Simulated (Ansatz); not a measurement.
Worked example: self-consistent single point of WC (P3m1, 2 atoms in the cell) in Ansatz (a program for electronic structure).

Level of theory: LDA (PW92), default PAW files made with PBE (plane waves; Ansatz).

```xyz
2
Lattice="1.4623 -2.5327 0.0000 1.4623 2.5327 0.0000 0.0000 0.0000 2.8542" Properties=species:S:1:pos:R:3 pbc="T T T"
W      0.0000     0.0000     0.0500
C      1.4623     0.8442     1.4271
```

Reference input (self-consistent single point, DFT, LDA (PW92), plane waves, default PAW files made with PBE): basis.ecutwfc = 420 eV; kpoints.mp_grid.grid = 13 13 12; hamiltonian.xc = lda; hamiltonian.pseudopotentials = {kind: paw} (the program's default PAW files); scf.occupations.method = gaussian; scf.occupations.width = 0.1 eV. This run's input differs from it in these lines:

Ansatz 0.2 input:
```diff
@@ -12,3 +12,3 @@
 kpoints:
-  mp_grid: { grid: [13, 13, 12] }
+  mp_grid: { grid: [8, 8, 7] }
 hamiltonian:
```

The program printed (abridged):

```
SCF iter   1: F=—  HF=-10373.285635 eV  |F-HF|=—  |Δ(HF+E_count)|=         —  Δρ=1.13e-2  dr2=2.60e-2  ethr=1.77e-3  ⟨swp⟩=5.1  Hψ=3523  notcnv=0
all-band conjugate gradients solve this SCF's bands
preconditioner: auto → none
SCF iter   2: F=—  HF=-10373.282058 eV  |F-HF|=—  |Δ(HF+E_count)|=   3.58e-3  Δρ=5.35e-3  dr2=5.18e-3  ethr=1.44e-4  ⟨swp⟩=1.0  Hψ=1155  notcnv=0
SCF iter   3: F=—  HF=-10373.281259 eV  |F-HF|=—  |Δ(HF+E_count)|=   8.00e-4  Δρ=3.97e-4  dr2=1.74e-5  ethr=2.88e-5  ⟨swp⟩=2.5  Hψ=958  notcnv=0
SCF iter   4: F=—  HF=-10373.281255 eV  |F-HF|=—  |Δ(HF+E_count)|=   3.39e-6  Δρ=8.29e-5  dr2=6.19e-7  ethr=9.68e-8  ⟨swp⟩=2.1  Hψ=1058  notcnv=0
iter 5 did not close the SCF: its close was put off for the readings that it lacked (scf_convergence_deferred on its scf_iter line)
SCF iter   5: F=-10373.281255 eV  HF=-10373.281255 eV  |F-HF|=1.46e-9  |Δ(HF+E_count)|=   6.95e-8  Δρ=1.08e-5  dr2=9.34e-9  ethr=3.44e-9  ⟨swp⟩=2.5  Hψ=1107  notcnv=0
SCF iter   6: F=-10373.281255 eV  HF=-10373.281255 eV  |F-HF|=1.42e-9  |Δ(HF+E_count)|=   1.14e-9  Δρ=2.72e-6  dr2=1.79e-9  ethr=5.19e-11  ⟨swp⟩=2.0  Hψ=2534  notcnv=0
SCF 1 converged in 6 iterations: F = -10373.281255 eV  dr2 = 1.79e-9
Free energy (F): -10373.281255 eV
Internal energy: -10373.279968 eV  (E = F + TS)
E sigma→0 (E₀):  -10373.280612 eV
Entropy (-TS):   -0.001287 eV (-0.644 meV/atom)
Fermi energy:    19.974725 eV
--- Forces (eV/Å), atoms counted from 1 ---
  atom   1  W      0.00000000    -0.00000000    -0.61348143
  atom   2  C      0.00000000    -0.00000000     0.61352139
--- Stress (GPa, compression-positive) ---
      -14.993419       0.000000       0.000000
        0.000000     -14.993419      -0.000000
        0.000000      -0.000000     -18.660968
  P = ⅓ Tr σ = -16.2159 GPa (-162.159 kbar)
  The stress holds the Pulay correction. Without it, at fixed plane waves, as pw.x and ABINIT print it: P = -16.5500 GPa
```

The run converged in 6 iterations. Against the reference run the free energy falls by 1.5 meV/atom, the pressure moves little (-16.23 to -16.22 GPa) and the largest force hardly changes (0.606 to 0.614 eV/Å). The full log also holds: “iter 5 did not close the SCF: its close was put off for the readings that it lacked (scf_convergence_deferred on its scf_iter line)”.

The starting cell has typed, rounded lattice constants, without a prior relaxation at this level. Its lattice was rescaled by up to half a per cent. One atom was moved a little off its site on purpose. Spin polarisation is off. With a pressure of about -16 GPa the cell is away from its equilibrium volume at this level. Ansatz's pressure includes its estimate of the finite-basis (Pulay) stress.
